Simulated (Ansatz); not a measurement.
These are PBE (plane waves to 420 eV, PAW; Ansatz, a quantum-chemistry and plane-wave program) values and carry that method's errors.

Electrostatic potential energy of an electron, averaged over planes parallel to the surface, in eV from the Fermi level, for O on the 1x1 (110) surface of bcc Ta, one in a 1x1 cell, started at the site 'hollow Ta-Ta-Ta':

(z (Å), V (eV)): (5.59, 4.73); (5.89, 4.72); (6.18, 4.72); (6.48, 4.70); (6.77, 4.68); (7.07, 4.62); (7.36, 4.51); (7.66, 4.28); (7.95, 3.84); (8.24, 2.99); (8.54, 1.39); (8.83, -1.73); (9.13, -7.22); (9.42, -14.04); (9.72, -19.09); (10.01, -18.31); (10.31, -12.36); (10.60, -5.89); (10.89, -2.37); (11.19, -3.98); (11.48, -9.54); (11.78, -16.28); (12.07, -19.44); (12.37, -16.18); (12.66, -9.33); (12.96, -3.47); (13.25, -1.16); (13.54, -3.55); (13.84, -9.45); (14.13, -16.27); (14.43, -19.40); (14.72, -16.15); (15.02, -9.28); (15.31, -3.36); (15.61, -1.00); (15.90, -3.40); (16.19, -9.48); (16.49, -16.69); (16.78, -20.51); (17.08, -18.06); (17.37, -14.02); (17.67, -11.18); (17.96, -7.51); (18.26, -2.22); (18.55, 3.17); (18.84, 4.86); (19.14, 5.39); (19.43, 5.57); (19.73, 5.63); (20.02, 5.65); (20.32, 5.66); (20.61, 5.66); (20.91, 5.66); (21.20, 5.66); (21.49, 5.66); (21.79, 5.66); (22.08, 5.66); (22.38, 5.66)

Set-up: 5 atoms, 6.8 Å thick at the start under the adsorbate (thin: gaps and levels are the slab's own); mesh 10x10x1; 0.1 eV smearing; dipole correction on; 2 atoms held, the rest relaxed; symmetry of the start imposed; no spin, no spin-orbit, no U, no dispersion correction. At the end it is bonded to 3 Ta. In PBE it is, or lies within 0.03 eV of, the lowest of the starts that converged.

Q: The surface cell has an area of 7.79 Å². What dipole along the normal does the step between the two vacuum levels imply?

A: the top vacuum level lies 0.93 eV above the bottom one; p = −ε₀ A ΔV (ε₀ = 0.005526 e/(V·Å)) gives -0.04 e·Å a cell.
